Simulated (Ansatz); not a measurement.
The parent structure is Pd in the fcc (Cu type) structure (space group Fm-3m, No. 225; a = 3.875 Å).

Method: PBEsol (Ansatz, a first-principles code, PAW, no spin-orbit coupling).

For the base:

Lattice parameter a: 3.875 Å

One thing is altered: Os takes the place of Pd on all its sites, then cell and atoms are relaxed.

Q: Predict the new lattice parameter a.

A: The lattice parameter a shrinks by 0.0547 Å to 3.821 Å.

No phonon test of stability was made. All final runs are without spin polarisation. This is not the structure that Os has at room temperature and ambient pressure.
